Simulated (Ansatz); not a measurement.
Defect: interstitial Ga in zinc-blende GaAs, charge state +1. The step: a direct jump of one Ga atom; the atom moves 2.50 Å along (0.25, 0.25, -0.25) of the unit cell; the moving atom starts with neighbours 3 As at 2.58, As at 2.65; 3 Ga at 2.94, 3 Ga at 2.98 Å and ends with 3 As at 2.91, 3 As at 2.92; 3 Ga at 2.67, Ga at 2.68 Å. DFT values are from Ansatz (plane-wave PAW, 420 eV unless said) in a cell of 64 host sites, spin-restricted, static, with no finite-size correction. The charge state is imposed; whether it is stable for some Fermi level was not computed. Sites that were not tried may lie lower. The start lies 0.14 eV above the lowest site run (PBE). For the PBE band: the saddle point's order was not checked, and it lies on a symmetry element of the cell, where a band can be held.

```tsv
Level	Forward barrier (eV)	Cost of the band or of the saddle's single point
CHGNet universal potential (has no charge state), its own band	0.03	-
PBE, one k-point at (0.250, 0.250, 0.250), band relaxed	1.03	about 60 core-minutes (a rough figure)
PBE, a 2×2×2 k-point mesh shifted by half a step, same geometries	0.97	very roughly 12 core-minutes
r2SCAN at 500 eV, one k-point at (0.250, 0.250, 0.250), same geometries	(withheld)	around 6 core-minutes (rough)
```

Problem. Complete the blanks.

Solution. 
- r2SCAN at 500 eV, one k-point at (0.250, 0.250, 0.250), same geometries, Forward barrier (eV): 1.05

Ansatz is a quantum-chemistry and plane-wave program.
